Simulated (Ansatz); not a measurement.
AlB2-type TiB2 was calculated with rVV10 in Ansatz (plane waves, PAW).

Settings: plane-wave cutoff 520 eV, 24×24×18 k mesh (along the axes of the cell as run), Fermi–Dirac smearing 0.05 eV, no spin polarisation, scalar-relativistic PAW data made under PBE.

Computed points:

```csv
V (Å³/atom),E − E_lowest (meV/atom),P (GPa)
8.250,11.40,10.99
8.422,2.76,5.22
8.594,0.00,0.00
8.766,2.57,-4.72
8.937,9.98,-9.01
```

### Question
Estimate the bulk modulus and its pressure derivative from these points.

### Answer
V0 = 8.594 Å³/atom, B0 = 248 GPa, B′ = 4.0 (fit to the energies at full precision).

Shape and atoms are relaxed at each volume.

Measured, for comparison: bulk modulus 240 GPa (room temperature, no zero-point or thermal correction, our sources range from 233 to 250; as tabulated in Synthesis of Binary Transition Metal Nitrides, Carbides and Borides from the …). Computed (rounded) less measured: bulk modulus +3 % (inside the range of the sources held).

Note: the bulk modulus comes from volumes at which shape and atoms were relaxed.

Computed values are for the static lattice.

Ansatz is a quantum-chemistry and plane-wave program.
